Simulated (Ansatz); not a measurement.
Take a 16-atom supercell of ZnCu$_{2}$SnSe$_{4}$ (space group I-4, No. 82; a = 5.658 Å, c = 11.318 Å) at its relaxed geometry as the base.

All numbers come from PBEsol (Ansatz, a first-principles code), without spin-orbit coupling.

For the base:

| Item | Result |
|---|---|
| Mean distance from the defect site to its nearest host atoms | 259 pm |
| Pressure | 0.0 GPa |

Perturbation: a neutral Pb on a Sn site, atoms relaxed at fixed cell, starting from a slightly rattled geometry.

**Question.** Predict the new mean distance from the defect site to its nearest host atoms and pressure.

**Answer.** The mean distance from the defect site to its nearest host atoms grows by 11 pm, from 259 pm to 270 pm; the pressure goes from zero to 1.1 GPa.

In so small a cell the defect repeats every few ångströms: this is an ordered compound, not a dilute defect. The mesh was chosen for an insulator and is coarse for the gapless case. All final runs are without spin polarisation. Gaps under 0.05 eV, about the width of the smearing, are given as zero. The defect cell is not spin-polarised.
